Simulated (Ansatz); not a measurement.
The reference is ZrSe2 in the CdI2 type structure (space group P-3m1, No. 164; a = 3.735 Å, c = 6.032 Å; layered, stacked along the Cartesian z axis).

Calculations: PBE-D3(BJ) (Ansatz, a program for electronic structure), scalar-relativistic without spin-orbit coupling.

Before the change:

```
Quantity                            Value
-----------------------------  ----------
Density                        5.68 g/cm³
Shortest interatomic distance     2.684 Å
```

It is then changed as follows: cell and atoms relaxed at a pressure of 2.1 GPa.

Question: Estimate the effect on the density and shortest interatomic distance.

Answer: The density goes up by 0.30 g/cm³, from 5.68 g/cm³ to 5.98 g/cm³; the shortest interatomic distance drops by 0.015 Å (2.684 Å → 2.669 Å).

Load acts through the strain it causes; cell and atoms are relaxed under it. Whether these cells are dynamically stable was not tested. The final runs are not spin-polarised.
